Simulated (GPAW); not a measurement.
GPAW run on LiTaF6 (R-3, 8 atoms in the cell): self-consistent single point.

Level of theory: PBEsol+U, GPAW PAW datasets PBEsol (made by gpaw-setup) (plane waves; GPAW).

```
LiTaF6
1.0
    2.58467     1.49226     4.52600
   -2.58467     1.49226     4.52600
    0.00000    -2.98452     4.52600
Li Ta F
1 1 6
Direct
  0.50000   0.50000   0.50000
  0.00000   0.00000   0.00000
  0.64967   0.24539   0.86097
  0.35033   0.75461   0.13903
  0.86097   0.64967   0.24539
  0.13903   0.35033   0.75461
  0.24539   0.86097   0.64967
  0.75461   0.13903   0.35033
```

Reference input (self-consistent single point, DFT PBEsol, plane waves, GPAW PAW datasets PBEsol (made by gpaw-setup)): mode = pw; ecut = 950 eV; xc = PBEsol; kpts = 6 6 6; mesh shift (steps) = 0 0 0; occupations.name = fermi-dirac; occupations.width = 0 eV; nbands = -6; convergence.forces = 0.001 eV/Å; convergence.bands = -4; symmetry.symmorphic = false; symmetry.tolerance = 0.0005. This run's input differs from it in these lines:

```diff
@@ -20,2 +20,3 @@
             xc='PBEsol',
+            setups={'Ta': ':d,2.0'},
             kpts={'size': (6, 6, 6), 'gamma': True},
```

Output (repeated stretches shortened):

```
     iter     time        total  log10-change:
                         energy   eigst   dens  force
iter:   1 --:--:--   -53.635834   +0.08
iter:   2 --:--:--   -52.215292   -0.90  -1.09
iter:   3 --:--:--   -48.257351   +0.11  -1.13
iter:   4 --:--:--   -48.336054   -1.10  -1.49
iter:   5 --:--:--   -49.100638   -0.77  -1.52
iter:   6 --:--:--   -48.402951   -0.67  -1.57
iter:   7 --:--:--   -48.438167   -1.67  -2.33
iter:   8 --:--:--   -48.447336   -1.79  -2.19
iter:   9 --:--:--   -48.387792   -2.33  -2.05
iter:  10 --:--:--   -48.388224   -3.63  -2.34
iter:  11 --:--:--   -48.380731c  -3.22  -2.37
   [... lines left out ...]
iter:  15 --:--:--   -48.375833c  -3.30  -3.56
   [... 3 lines left out ...]
iter:  19 --:--:--   -48.374884c  -3.77  -3.20
iter:  20 --:--:--   -48.374866c  -5.65  -3.71
iter:  21 --:--:--   -48.374887c  -4.87  -3.76
iter:  22 --:--:--   -48.374854c  -4.96  -3.69
iter:  23 --:--:--   -48.374856c  -5.54  -4.18c
iter:  24 --:--:--   -48.374853c  -6.25  -4.13c
iter:  25 --:--:--   -48.374852c  -6.45  -4.40c
iter:  26 --:--:--   -48.374852c  -7.72c -4.90c
iter:  27 --:--:--   -48.374852c  -7.08  -5.03c
iter:  28 --:--:--   -48.374852c  -8.14c -4.97c -3.00
iter:  29 --:--:--   -48.374852c  -8.39c -5.34c -3.24c
Converged after 29 iterations.

Dipole moment: (-0.000000, 0.000000, -0.000000) |e|*Ang

Energy contributions relative to reference atoms: (reference = -440483.255052)

Kinetic:        +44.142719
Potential:      -52.571962
External:        +0.000000
XC:             -40.143417
Entropy (-ST):   +0.000000
Local:           +0.197808
SIC:             +0.000000
--------------------------
Free energy:    -48.374852
Extrapolated:   -48.374852

Showing only first 2 kpts
 Kpt  Band  Eigenvalues  Occupancy
  0    26     -1.76708    2.00000
  0    27     -1.76708    2.00000
  0    28      5.10128    0.00000
  0    29      5.11335    0.00000

  1    26     -1.82300    2.00000
  1    27     -1.78695    2.00000
  1    28      5.05804    0.00000
  1    29      5.10330    0.00000

Fermi level: 1.62708

Gap: 6.788 eV
Transition (v -> c):
   [... lines left out ...]
Direct gap: 6.840 eV
   [... lines left out ...]
  2 F    -0.05122   -0.01848   -0.03173
  3 F     0.05122    0.01848    0.03173
  4 F     0.04162   -0.03511   -0.03173
  5 F    -0.04162    0.03511    0.03173
  6 F     0.00960    0.05360   -0.03173
  7 F    -0.00960   -0.05360    0.03173

Stress tensor:
    -0.002551    -0.000000    -0.000000
    -0.000000    -0.002551    -0.000000
    -0.000000    -0.000000    -0.002807
Stress (GPa, Voigt): [-0.4087 -0.4087 -0.4497 -0.     -0.     -0.    ]
```

The run converged in 29 iterations. GPAW prints stress with tension positive. Against the reference run the largest force goes from 0.161 to 0.063 eV/Å and the gap on the mesh goes from 6.385 to 6.788 eV.

At such cutoffs GPAW's stress carries a finite-basis (Pulay) error, which enters relaxed cells too; its log prints stress with tension positive.

The starting cell comes from a database of computed structures (which also holds hypothetical and non-ambient phases and stackings), without a prior relaxation at this level. Spin-orbit coupling is off. Spin polarisation is off. The U value is a test value, and with U on an open shell several self-consistent states can exist.

Cost on one core of a shared machine: roughly 3 min.
